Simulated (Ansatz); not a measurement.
Functionals compared on H2O on the 1x1 (111) surface of fcc Ag, one in a 2x2 cell, started at the site 'hollow Ag-Ag-Ag over Ag at depth 4.7 Å', in Ansatz (plane waves, PAW). The structure was relaxed with PBE; the other rows are single points on it, each with its references at the same level. Cutoff 420 eV (500 eV for r2SCAN).

Slab: 19 atoms, 7.1 Å thick at the start under the adsorbate (thin: gaps and levels are the slab's own); k 6x6x1, smearing 0.1 eV, dipole-corrected; 8 atoms held, the rest relaxed; no symmetry held; no spin, no spin-orbit, no U, no dispersion correction. At the end no host atom lies within bonding distance. In PBE it is, or lies within 0.03 eV of, the lowest of the starts that converged. These notes are the PBE run's. Adsorption energies are against H2O(g). A negative adsorption energy means that the adsorbate is more stable on the surface than in its reference.

```
functional  adsorption energy (eV)  work function of the top face (eV)  change of the work function (eV)         rough cost of the single point
----------  ----------------------  ----------------------------------  --------------------------------  -------------------------------------
PBE                          -0.13                                4.21                             -0.23                                      –
RPBE                          0.00                                4.05                             -0.19            very roughly 5 core-minutes
r2SCAN                         ___                                 ___                               ___  about 8 core-minutes (a rough figure)
```

### Question
What belongs in the gaps?

### Answer

- r2SCAN, adsorption energy (eV): -0.23
- r2SCAN, work function of the top face (eV): 4.14
- r2SCAN, change of the work function (eV): -0.27

Ansatz is a quantum-chemistry and plane-wave program.
